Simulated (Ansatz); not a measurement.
The starting structures come from a database of crystals and need not be the phases stable at ambient conditions.

 Where the default PAW files enter, the runs use the earlier of Ansatz's two default sets.

Here is the system:

```yaml
crystal:
  lattice:
    - [5.87722, 0.00000, 0.00000]
    - [0.00000, 5.87722, 0.00000]
    - [2.93861, -2.93861, 4.15583]
  atoms:
    - { symbol: Ge, position: [0.37500, 0.87500, 0.25000] }
    - { symbol: Ge, position: [0.87500, 0.37500, 0.75000] }
    - { symbol: Ge, position: [0.37500, 0.37500, 0.25000] }
    - { symbol: Ge, position: [0.37500, 0.37500, 0.75000] }
    - { symbol: Ge, position: [0.00000, 0.00000, 0.00000] }
    - { symbol: Ge, position: [0.75000, 0.75000, 0.50000] }
    - { symbol: N, position: [0.61684, 0.61684, 0.23368] }
    - { symbol: N, position: [0.13316, 0.60052, 0.73368] }
    - { symbol: N, position: [0.14948, 0.61684, 0.23368] }
    - { symbol: N, position: [0.13316, 0.13316, 0.73368] }
    - { symbol: N, position: [0.61684, 0.61684, 0.76632] }
    - { symbol: N, position: [0.60052, 0.13316, 0.26632] }
    - { symbol: N, position: [0.61684, 0.14948, 0.76632] }
    - { symbol: N, position: [0.13316, 0.13316, 0.26632] }
```

Space group of this cell: Fd-3m. The cell is taken as given; by LDA its mean pressure is -11.9 GPa.

Transport runs along the normal of the first two printed cell vectors, the (001) plane of the conventional cell.

The gap is the functional's own. No spin-orbit coupling. Mid-gap values are interpolated on the energy grid.

Q: Give the band gap and the smallest decay constant κ at mid-gap that LDA run with Ansatz (a program for electronic structure) yields.

A: Gap 1.89 eV on a 8×8×8 mesh; κ = 0.169 1/Å, at the zone centre.
